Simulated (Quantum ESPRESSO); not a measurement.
**Habitual settings against a tight run: AlAu4 (C2/m, 5 atoms in the cell)**

Self-consistent single point.

```
AlAu4
1.0
    2.39998    -1.69661     0.00000
    2.39998     1.69661     0.00000
   -0.95732     0.00000    10.76410
Al Au
1 4
Direct
  0.00000   0.00000   0.00000
  0.61306   0.61306   0.82195
  0.38694   0.38694   0.17805
  0.19871   0.19871   0.60595
  0.80129   0.80129   0.39405
```

Method: PBEsol, GBRV 1.5 ultrasoft (PBESOL) pseudopotentials (plane waves; Quantum ESPRESSO).

Base settings: ecutwfc = 40 Ry; ecutrho = 320 Ry; occupations = smearing; smearing = gauss; degauss = 0.0073499 Ry; potentials = {Al: al_pbesol_v1.uspp.F.UPF, Au: au_pbesol_v1.uspp.F.UPF}; K_POINTS = automatic 11 11 3 1 1 1; conv_thr = 1e-10 Ry; mixing_beta = 0.3.

Tight run (finer mesh or higher cutoff; not a proven limit): ecutwfc: 40 Ry → 56 Ry; ecutrho: 320 Ry → 448 Ry; conv_thr: 1e-10 Ry → 7.3e-11 Ry; K_POINTS: automatic 11 11 3 1 1 1 → automatic 15 15 5 1 1 1. It gave Fermi level (on the code's own zero) 13.31 eV; pressure -4.96 GPa; largest force (vector length) 0.233 eV/Å.

Quick runs, as changes from the base:
- A: the base itself
- B: smearing: gauss → fd; degauss: 0.0073499 Ry → 0.0099958 Ry; K_POINTS: automatic 11 11 3 1 1 1 → automatic 4 4 4 1 1 1
- C: ecutwfc: 40 Ry → 32 Ry; ecutrho: 320 Ry → 256 Ry; smearing: gauss → mp; degauss: 0.0073499 Ry → 0.036749 Ry; K_POINTS: automatic 11 11 3 1 1 1 → automatic 6 6 6 1 1 1
- D: ecutwfc: 40 Ry → 32 Ry; ecutrho: 320 Ry → 256 Ry; degauss: 0.0073499 Ry → 0.036749 Ry; K_POINTS: automatic 11 11 3 1 1 1 → automatic 2 2 2 1 1 1
- E: ecutwfc: 40 Ry → 20 Ry; ecutrho: 320 Ry → 160 Ry; conv_thr: 1e-10 Ry → 7.3e-05 Ry; K_POINTS: automatic 11 11 3 1 1 1 → automatic 4 4 4 1 1 1
- F: ecutwfc: 40 Ry → 20 Ry; ecutrho: 320 Ry → 160 Ry; K_POINTS: automatic 11 11 3 1 1 1 → automatic 2 2 2 1 1 1

Energies are extrapolated to zero smearing width, which holds to low order in the width alone (under cold and Methfessel-Paxton smearing the free energy itself is taken).

Dashes: time of D, E, F, under 30 s; pressure of E, not trusted under this conv_thr with d or f elements.

The count of work is k-points × plane waves × bands × iterations; it is no time. Core times come from one kind of shared machine and are given to one figure; runs under 30 s give none.

The starting cell comes from a database of computed structures (which also holds hypothetical and non-ambient phases and stackings), without a prior relaxation at this level. Its lattice was rescaled by a random factor within 2.5 % of one. In the base run, with a pressure of about -5 GPa the cell is away from its equilibrium volume at this level.

```tsv
run	energy less tight (meV/atom)	pressure less tight (GPa)	largest miss in a force vector (eV/Å)	count of work / tight	core time / tight (rough)
A	2.7	0.01	0.021	0.19	0.2
B	-48.8	-0.95	0.097	0.037	0.06
C	-15.3	-0.15	0.057	0.090	0.08
D	-658.1	-9.69	0.375	0.0040	–
E	234.2	–	0.173	0.0067	–
F	-373.7	-32.34	0.406	0.0021	–
```

Among the runs at the tight run's level, the energy misses run from 2.7 to 658.1 meV/atom.
